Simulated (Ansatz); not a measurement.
# Ansatz run on Cs2PdCl4 (P4/mmm, 7 atoms in the cell): self-consistent single point

Method of the run: LDA (PW92), default PAW files made with PBE (plane waves; Ansatz, an electronic-structure program).

Input:

Ansatz 0.2 input:
```yaml
# Cs2PdCl4
crystal:
  lattice:
    - [7.53175800, 0.00000000, 0.00000000]
    - [0.00000000, 7.53175800, 0.00000000]
    - [0.00000000, 0.00000000, 4.68752000]
  atoms:
    - { symbol: Cs, position: [0.00000000, 0.50000000, 0.50000000] }
    - { symbol: Cs, position: [0.50000000, 0.00000000, 0.50000000] }
    - { symbol: Pd, position: [0.00000000, 0.00000000, 0.00000000] }
    - { symbol: Cl, position: [0.21866000, 0.21866000, 0.00000000] }
    - { symbol: Cl, position: [0.78134000, 0.78134000, 0.00000000] }
    - { symbol: Cl, position: [0.78134000, 0.21866000, 0.00000000] }
    - { symbol: Cl, position: [0.21866000, 0.78134000, 0.00000000] }
basis:
  ecutwfc: 420.0
kpoints:
  mp_grid:
    grid: [4, 4, 5]
hamiltonian:
  xc: lda
  pseudopotentials:
    kind: paw
scf:
  occupations:
    method: fixed
output:
  forces: true
  eigenvalues: true
  stress: true
```

Output, abridged:

```
WARN ansatz: RAYON_NUM_THREADS=1 ignored (pool sized by the plan → 1); use --threads N
Pseudopotentials: kind: paw
Pseudopotential: Cs, paw, valence charge 9
Pseudopotential: Pd, paw, valence charge 18
Pseudopotential: Cl, paw, valence charge 7
Crystal: 7 atoms, lattice volume = 265.911 Å³
Basis set: ecut = 420 eV, 5215 PW (Γ)
Bands: 39, of which v1, the nominal top of the filled ones, is band 32 counted from 1 (31 counted from 0)
Symmetry: 16 space group operations
Space group: P4/mmm (ITA 123), of the structure as read, at distance tolerance 6.4e-5 Å
k-points: 18 of 80
PAW frozen core: Cs, regenerated for the run's functional, and the local potential with it
PAW frozen core: Pd, regenerated for the run's functional, and the local potential with it
PAW frozen core: Cl, regenerated for the run's functional, and the local potential with it
Initial density: superposition of atomic densities (neutral atoms: chi_scale 0, normalization atom), corrected by the library's trained network
Initial wavefunctions: pseudopotential atomic-orbital guess
Eigensolver: davidson
Functional: x = slater, c = lda
SCF iter   1: F=—  HF=-22040.293329 eV  |F-HF|=—  |Δ(HF+E_count)|=         —  Δρ=5.50e-3  dr2=7.44e-2  ethr=1.77e-3  ⟨swp⟩=4.9  Hψ=2575  notcnv=0  defer=76
all-band conjugate gradients solve this SCF's bands
preconditioner: auto → Resta (q_TF=auto, 2.152 Å⁻¹)
SCF iter   2: F=—  HF=-22040.274219 eV  |F-HF|=—  |Δ(HF+E_count)|=   1.91e-2  Δρ=2.61e-3  dr2=1.46e-2  ethr=1.16e-4  ⟨swp⟩=2.3  Hψ=1320  notcnv=0  defer=89
SCF iter   3: F=—  HF=-22040.270574 eV  |F-HF|=—  |Δ(HF+E_count)|=   3.65e-3  Δρ=4.73e-4  dr2=6.62e-4  ethr=2.29e-5  ⟨swp⟩=2.0  Hψ=993  notcnv=0  defer=89
SCF iter   4: F=—  HF=-22040.270612 eV  |F-HF|=—  |Δ(HF+E_count)|=   3.82e-5  Δρ=8.56e-5  dr2=3.77e-5  ethr=1.03e-6  ⟨swp⟩=2.1  Hψ=927  notcnv=0  defer=89
SCF iter   5: F=—  HF=-22040.270847 eV  |F-HF|=—  |Δ(HF+E_count)|=   2.35e-4  Δρ=5.14e-5  dr2=9.14e-6  ethr=5.89e-8  ⟨swp⟩=2.1  Hψ=1063  notcnv=0  defer=76
SCF iter   6: F=—  HF=-22040.270848 eV  |F-HF|=—  |Δ(HF+E_count)|=   1.31e-6  Δρ=4.81e-5  dr2=8.16e-6  ethr=1.43e-8  ⟨swp⟩=2.0  Hψ=1244  notcnv=0  defer=78
SCF iter   7: F=—  HF=-22040.270848 eV  |F-HF|=—  |Δ(HF+E_count)|=   8.84e-7  Δρ=1.32e-5  dr2=6.92e-7  ethr=1.28e-8  ⟨swp⟩=2.0  Hψ=740  notcnv=0  defer=80
SCF iter   8: F=-22040.270848 eV  HF=-22040.270848 eV  |F-HF|=3.60e-8  |Δ(HF+E_count)|=   9.52e-8  Δρ=2.15e-6  dr2=3.30e-8  ethr=1.56e-10  ⟨swp⟩=14.2  Hψ=4566  notcnv=0
SCF 1 converged in 8 iterations: F = -22040.270848 eV  dr2 = 3.30e-8
SCF converged after 8 iterations
Free energy (F): -22040.270848 eV
Harris-Foulkes:  -22040.270848 eV  (|F-HF|=3.60e-8)
Internal energy: -22040.270848 eV  (E = F + TS)
E sigma→0 (E₀):  -22040.270848 eV
Fermi energy:    1.839407 eV
--- Per-component energies (eV) ---
  E_band       = -667.501129
  E_kinetic    = 1439.163293
  E_local      = -6705.258824  (includes V_loc(G=0)·N_el)
  E_nonlocal   = 409.581953
  E_hartree    = 2753.503991
  E_xc         = -934.436283
  E_vxc        = -947.120475  (∫ρ·V_xc dr)
  E_paw        = -15929.494904  (= ΣΔE_a)
  E_vpaw       = -370.875574  (= ΣTr[D̂ρ^β])
  E_aug_tail   = 0.000594  (compensation charges beyond the density's cutoff)
  E_ewald      = -3075.314480
  E_core_change = 1.983813  (= ΣΔE_core)
  E_smearing   = -0.000000  (= −TS)
  E_closure    = -0.000000  (closes the sum)
  Σ components = -22040.270848   (vs F -22040.270848, Δ=0.00e0)
--- Forces (eV/Å), atoms counted from 1 ---
  atom   1  Cs     0.00000000     0.00000000     0.00000000
  atom   2  Cs    -0.00000000    -0.00000000     0.00000000
  atom   3  Pd     0.00000000     0.00000000     0.00000000
  atom   4  Cl    -0.37948048    -0.37948048     0.00000000
  atom   5  Cl     0.37948048     0.37948048     0.00000000
  atom   6  Cl     0.37948048    -0.37948048     0.00000000
  atom   7  Cl    -0.37948048     0.37948048     0.00000000
  max |Σ_I F_I| component: 2.22e-16 eV/Å
--- Stress (GPa, compression-positive) ---
       -2.808332       0.000000       0.000000
        0.000000      -2.808332       0.000000
        0.000000       0.000000      -1.592624
  P = ⅓ Tr σ = -2.4031 GPa (-24.031 kbar)
  The stress holds the Pulay correction. Without it, at fixed plane waves, as pw.x and ABINIT print it: P = -2.4083 GPa
--- Band table (eV; the first three rows and the last of 18) ---
  k-point 0: bands = ["-81.2240", "-47.3337", "-47.3337", "-46.3687", "-17.9239", "-17.9099", "-12.1397", "-11.7615", "-11.7615", "-11.6730", "-4.7723", "-4.7723", "-4.6571", "-4.6571", "-4.6245", "-4.5319", "-2.2742", "-2.2295", "-1.7909", [...]
  k-point 1: bands = ["-81.2240", "-47.3337", "-47.3337", "-46.3688", "-17.9154", "-17.9036", "-12.1515", "-11.7495", "-11.7495", "-11.6671", "-4.7453", "-4.7453", "-4.7415", "-4.7067", "-4.7067", "-4.6666", "-2.2422", "-2.2251", "-1.6030", [...]
  k-point 2: bands = ["-81.2240", "-47.3337", "-47.3337", "-46.3688", "-17.9015", "-17.8932", "-12.1709", "-11.7298", "-11.7298", "-11.6575", "-5.0282", "-4.8229", "-4.8229", "-4.7279", "-4.6609", "-4.6609", "-2.2177", "-2.1912", "-1.3607", [...]
  k-point 17: bands = ["-81.2240", "-47.3337", "-47.3337", "-46.3688", "-17.8974", "-17.8974", "-12.1140", "-11.7428", "-11.7428", "-11.7033", "-4.8454", "-4.8374", "-4.8374", "-4.8255", "-4.6614", "-4.6365", "-2.3687", "-2.0139", "-1.6294", [...]
```

The run converged in 8 iterations.

The starting cell comes from a database of computed structures (which also holds hypothetical and non-ambient phases and stackings), without a prior relaxation at this level. Its lattice was rescaled by up to half a per cent. Ansatz's pressure includes its estimate of the finite-basis (Pulay) stress.
